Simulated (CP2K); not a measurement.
CP2K run on La₂O₃ (P-3m1, 5 atoms in the cell): self-consistent single point.

Computed with LDA (Pade form), GPW, DZVP-MOLOPT-SR-GTH basis, GTH-PADE potentials (GTH_POTENTIALS) run with CP2K.

```xyz
5
Lattice="3.8533 0.0000 0.0000 -1.9267 3.3371 0.0000 0.0000 0.0000 5.9951" Properties=species:S:1:pos:R:3 pbc="T T T"
La     0.0000     2.2247     1.4808
La     1.9267     1.1124     4.5143
O      0.0000     0.0000     0.0000
O      0.0000     2.2247     3.8789
O      1.9267     1.1124     2.1163
```

Reference input (self-consistent single point, DFT PBE, GPW, DZVP-MOLOPT-SR-GTH basis, GTH-PBE potentials (GTH_POTENTIALS)): CUTOFF = 500 Ry; REL_CUTOFF = 40 Ry; SMEAR/METHOD = FERMI_DIRAC; ELECTRONIC_TEMPERATURE = 232.09 K; KPOINTS/SCHEME = MONKHORST-PACK 7 7 4; GAMMA_CENTERED = T; XC_FUNCTIONAL = PBE; La/BASIS_SET = DZVP-MOLOPT-SR-GTH; La/POTENTIAL = GTH-PBE-q11; O/BASIS_SET = DZVP-MOLOPT-SR-GTH; O/POTENTIAL = GTH-PBE-q6; METHOD = GPW. This run's input differs from it in these lines:

```diff
@@ -45,3 +45,3 @@
     &XC
-      &XC_FUNCTIONAL PBE
+      &XC_FUNCTIONAL PADE
       &END XC_FUNCTIONAL
@@ -79,3 +79,3 @@
       BASIS_SET DZVP-MOLOPT-SR-GTH
-      POTENTIAL GTH-PBE-q11
+      POTENTIAL GTH-PADE-q11
     &END KIND
@@ -83,3 +83,3 @@
       BASIS_SET DZVP-MOLOPT-SR-GTH
-      POTENTIAL GTH-PBE-q6
+      POTENTIAL GTH-PADE-q6
     &END KIND
```

The program printed (abridged):

```
 SCF WAVEFUNCTION OPTIMIZATION

  Step     Update method      Time    Convergence         Total energy    Change
     1 NoMix/Diag. 0.30E+00      -     1.09380361      -112.7039355728 -1.13E+02
     2 Broy./Diag. 0.30E+00      -     0.22421953      -107.5110966253  5.19E+00
     3 Broy./Diag. 0.30E+00      -     0.11169721      -111.0508549186 -3.54E+00
     4 Broy./Diag. 0.30E+00      -     0.02440752      -111.9513991700 -9.01E-01
     5 Broy./Diag. 0.30E+00      -     0.02544355      -111.6716313492  2.80E-01
     6 Broy./Diag. 0.30E+00      -     0.00681325      -111.9782399477 -3.07E-01
   [... 4 lines left out ...]
    11 Broy./Diag. 0.30E+00      -     0.00007970      -111.9726107640  1.41E-03
    12 Broy./Diag. 0.30E+00      -     0.00001444      -111.9728485426 -2.38E-04
    13 Broy./Diag. 0.30E+00      -     0.00001663      -111.9729843750 -1.36E-04
    14 Broy./Diag. 0.30E+00      -     0.00000043      -111.9729930620 -8.69E-06
  *** SCF run converged in    14 steps ***

  Overlap energy of the core charge distribution:               0.00000000001133
  Self energy of the core charge distribution:               -250.63758416355344
  Core Hamiltonian energy:                                     60.91326049365836
  Hartree energy:                                              97.02368891057839
  Exchange-correlation energy:                                -19.27235830264976
  Electronic entropic energy:                                  -0.00000000000000
  Fermi energy:                                                 0.35260933321931

  Total energy:                                              -111.97299306195512
  Total energy (extrapolated to T->0):                       -111.97299306195512

                     Mulliken Population Analysis

   [... lines left out ...]

 STRESS| Analytical stress tensor [bar]
 STRESS|                        x                   y                   z
 STRESS|      x        5.46926109883E+04  -2.10987745219E+01  -1.41561417352E-01
 STRESS|      y       -2.10987745219E+01   5.46682851319E+04   9.44802961313E-02
 STRESS|      z       -1.41561417352E-01   9.44802961313E-02   3.32934735493E+04
 STRESS| 1/3 Trace                                             4.75514565565E+04
```

The run converged in 14 iterations. Against the reference run the pressure goes from 13.52 to 4.76 GPa, the largest force goes from 0.687 to 0.489 eV/Å and the gap on the mesh goes from 3.927 to 3.806 eV.

The starting cell has typed, rounded lattice constants, without a prior relaxation at this level. Its lattice was rescaled by a random factor within 2.5 % of one. Values carry the incompleteness of an atom-centred basis. With a pressure of about 5 GPa the cell is away from its equilibrium volume at this level.

Cost on one core of a shared machine: roughly 70 s.
